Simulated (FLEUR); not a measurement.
FLEUR run on Al (Fm-3m, 1 atom in the cell): self-consistent single point.

Level of theory: PBEsol, all-electron FLAPW (FLEUR), scalar-relativistic valence run with FLEUR.

The change in words: lattice scaled by 0.98; fermiSmearingEnergy: 0.00367493 Htr → 0.00183747 Htr; kpt_div: 10 10 10 → 18 18 18. Reference geometry:
```
CELL_PARAMETERS angstrom
      0.00000     2.03107     2.03107
      2.03107     0.00000     2.03107
      2.03107     2.03107     0.00000
ATOMIC_POSITIONS crystal
  Al 0.00000 0.00000 0.00000
```

Reference input (self-consistent single point, DFT, PBEsol, all-electron FLAPW (FLEUR), scalar-relativistic valence): Kmax = 4 1/bohr; GmaxXC = 16 1/bohr; xcFunctional = PBEs; jspins = 1; l_soc = F; mode = hist; fermiSmearingEnergy = 0.00367493 Htr; mesh (inpgen div1-3) = 10 10 10; inpgen gamma flag = true; Gmax = 16 1/bohr; numbands = 0; maxIterBroyd = 15. This run's input differs from it in these lines:

```diff
@@ -3,5 +3,5 @@
 &input film=f /
--0.0000000000 3.8381754886 3.8381754886
-3.8381754886 -0.0000000000 3.8381754886
-3.8381754886 3.8381754886 -0.0000000000
+0.0000000000 3.7614110339 3.7614110339
+3.7614110339 0.0000000000 3.7614110339
+3.7614110339 3.7614110339 0.0000000000
 1.0
@@ -14,3 +14,3 @@
 &exco xctyp='PBEs' /
-&kpt div1=10 div2=10 div3=10 gamma=t /
+&kpt div1=18 div2=18 div3=18 gamma=t /
 &end /
@@ -34,3 +34,3 @@
    <cell>
-      <bzIntegration valenceElectrons="3.0" mode="hist" fermiSmearingEnergy="0.00367493">
+      <bzIntegration valenceElectrons="3.0" mode="hist" fermiSmearingEnergy="0.00183747">
          <kPointListSelection listName="default-1"/>
@@ -43,5 +43,5 @@
          <bravaisMatrix>
-            <row-1>    0.0000000000000000     3.8381754886000001     3.8381754886000001</row-1>
-            <row-2>    3.8381754886000001     0.0000000000000000     3.8381754886000001</row-2>
-            <row-3>    3.8381754886000001     3.8381754886000001     0.0000000000000000</row-3>
+            <row-1>    0.0000000000000000     3.7614110339000000     3.7614110339000000</row-1>
+            <row-2>    3.7614110339000000     0.0000000000000000     3.7614110339000000</row-2>
+            <row-3>    3.7614110339000000     3.7614110339000000     0.0000000000000000</row-3>
          </bravaisMatrix>
```

Output, abridged:

```
 Iteration:     1   Distance:       3.96617422 me/bohr^3
 Iteration:     2   Distance:       3.74979760 me/bohr^3
 Iteration:     3   Distance:       1.13904281 me/bohr^3
 Iteration:     4   Distance:       0.13624082 me/bohr^3
 Iteration:     5   Distance:       0.10062995 me/bohr^3
 Iteration:     6   Distance:       0.00463919 me/bohr^3
 Iteration:     7   Distance:       0.00620607 me/bohr^3
 Iteration:     8   Distance:       0.00018699 me/bohr^3
 Iteration:     9   Distance:       0.00003976 me/bohr^3
 Iteration:    10   Distance:       0.00000353 me/bohr^3
 Run finished successfully
 Stop message:
   Structural relaxation: Done

[file out, last iteration]
             iter=     11
[...]
          total density-effective poten   -3.7164501804E+02
          total charge density-energy d   -1.8157376253E+01
 Updated energy parameters for spin:           1
[...]
 fermi energy and band-weighting factors:

[...]
FERMIE:
          first approx. to ef    (T=0)  :   0.301999 htr   (energy of the highest occ. eigenvalue)
          number of occ. states  (T=0)  :        288
          first approx. to seigv (T=0)  :   0.408351 htr
          sum of weights of occ. states :   1.500857
          sum of semicore charge        :   0.000000 e
FERHIS:  Fermi-Energy by histogram:
          bandgap                     :   0.000839 htr
   [... lines left out ...]
          charge neutrality (T=0)     :   0.001715    (zero if the highest occ. eigenvalue is "entirely" occupied)
     EF_NEWTON:  Adjust Fermi-Energy by Newton-Method.
 Direct bandgap for spin            1 :    2.3687101346535733E-002  Htr
   [... lines left out ...]
 ---->    (input%tkb*entropy) TS=              0.0001562873 htr
 ---->    free energy=                      -242.3464517482 htr
      extrapolation for T->0
 ---->    total electron energy=            -242.3463736046 htr
 ***** TOTAL FORCES ON ATOMS *****
 TOTAL FORCE FOR ATOM TYPE=  1  X=  0.000   Y=  0.000   Z=  0.000
                       FX_TOT= 0.000000 FY_TOT= 0.000000 FZ_TOT= 0.000000
 Structural relaxation: Done
```

The run converged in 10 iterations. FLEUR gives forces in its relaxation mode, with a further iteration, so its stop message speaks of a relaxation. Against the reference run the free energy drops by 9.1 meV/atom.

The starting cell has typed, rounded lattice constants, without a prior relaxation at this level. Its lattice was rescaled by up to half a per cent. For this run, on top of that: lattice scaled by 0.98. Values depend on the basis (sphere radii, cutoffs, local orbitals), which need not be converged. The log's line on a gap gives a spacing of levels on this mesh, which the program prints for metals too.
